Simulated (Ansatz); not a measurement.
Sr2BeN2 (model structure, started from the Ca2ZnN2 type, I4/mmm, No. 139, 5 atoms in the cell) was calculated with PBEsol+SOC (Ansatz, a quantum-chemistry and plane-wave program, PAW).

Settings: plane-wave cutoff 520 eV, 12×12×12 k mesh, Fermi–Dirac smearing 0.01 eV, PAW data made under PBE.

Cell (relaxed with PBEsol):

Space group I4/mmm (No. 139); a = b = 3.779 Å, c = 11.775 Å, α = β = γ = 90.00°

```csv
atom,site,symmetry,x,y,z
Sr,4e,4mm,0.0000,0.0000,0.3482
Be,2a,4/mmm,0.0000,0.0000,0.0000
N,4e,4mm,0.0000,0.0000,0.1312
```
(The calculation used a cell of 5 atoms; values per cell refer to that cell.)

**Question.** Give the computed band gap.

**Answer.** 
- band gap = 0.83 eV (direct)

Note: the relaxation could raise the start's symmetry but not lower it, so the cell can be a saddle point.

Static lattice: no zero-point or thermal effects.

Computing time: roughly 100 core-seconds.

A model structure was made by putting elements into a prototype or built by hand; it is no filed structure, need not be a known phase, and can be a saddle point held by its symmetry.
